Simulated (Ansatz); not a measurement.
Base system: InAs in the zinc blende structure (space group F-43m, No. 216).

```
CELL_PARAMETERS angstrom
      0.00000     3.04364     3.04364
      3.04364     0.00000     3.04364
      3.04364     3.04364     0.00000
ATOMIC_POSITIONS crystal
  In 0.00000 0.00000 0.00000
  As 0.25000 0.25000 0.25000
```

Cartesian axes are those of the cell as printed.

All numbers come from PBEsol in Ansatz (plane waves to 420 eV, PAW, spin-orbit coupling left out).

Strains are applied to the cell and any free atomic positions relax; under biaxial strain the out-of-plane vector relaxes too.

One change was made to it. Results:

```csv
quantity,base,after
volume per atom,28.20 Å³,27.94 Å³
"pressure (mean of the normal stresses, compression positive)",0.0 GPa,0.5 GPa
energy relative to the base (free energy F),0 meV/atom,+1.3 meV/atom
```

### Question
Which change produced these results?
(A) biaxial strain −2.50 %, plane normal [001], relaxed out of plane
(B) biaxial strain −1.00 %, plane normal [001], relaxed out of plane
(C) biaxial strain −1.50 %, plane normal [001], relaxed out of plane

### Answer
B, biaxial strain −1.00 %, plane normal [001], relaxed out of plane. For comparison, the energy relative to the base in the other runs: biaxial strain −2.50 %, plane normal [001], relaxed out of plane gives +8.5 meV/atom; biaxial strain −1.50 %, plane normal [001], relaxed out of plane gives +3.0 meV/atom.

A case with no gap was solved on a k-mesh chosen for an insulator, which is coarse for it. No phonon test of stability was made. The final runs are not spin-polarised.

Ansatz is an electronic-structure program.
